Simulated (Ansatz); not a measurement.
We consider CaTiN2 (model structure, started from the MgZrN2 type, I4₁/amd, No. 141, 8 atoms in the cell), described by PBEsol in Ansatz (plane waves, PAW).

Numerical settings: plane-wave cutoff 520 eV, 16×16×16 k mesh, Fermi–Dirac smearing 0.05 eV, no spin polarisation, scalar-relativistic PAW data made under PBE.

Cell (relaxed at this level):

```cif
data_Ca2N4Ti2
_chemical_formula_sum 'Ca2 Ti2 N4'
_space_group_name_H-M_alt 'P 1'
_space_group_IT_number 1
_cell_length_a 5.49962
_cell_length_b 5.49962
_cell_length_c 5.49962
_cell_angle_alpha 131.536
_cell_angle_beta 131.536
_cell_angle_gamma 70.962
loop_
_space_group_symop_operation_xyz
  'x, y, z'
loop_
_atom_site_label
_atom_site_type_symbol
_atom_site_fract_x
_atom_site_fract_y
_atom_site_fract_z
_atom_site_occupancy
Ca1 Ca 0.50000 0.50000 0.00000 1
Ca2 Ca 0.25000 0.75000 0.50000 1
Ti1 Ti 0.75000 0.25000 0.50000 1
Ti2 Ti 0.00000 0.00000 0.00000 1
N1 N 0.52444 0.02444 0.50000 1
N2 N 0.77444 0.77444 0.00000 1
N3 N 0.22556 0.22556 0.00000 1
N4 N 0.97556 0.47556 0.50000 1
```

### Question
What does this level give for the bulk modulus?

### Answer

- bulk modulus = 177 GPa

Note: the bulk modulus is −V dP/dV from two relaxed cells at ±2 % in volume; the relaxation could raise the start's symmetry but not lower it, so the cell can be a saddle point.

Computed values are for the static lattice.

A model structure was made by putting elements into a prototype or built by hand; it is no filed structure, need not be a known phase, and can be a saddle point held by its symmetry.

Ansatz is an electronic-structure program.
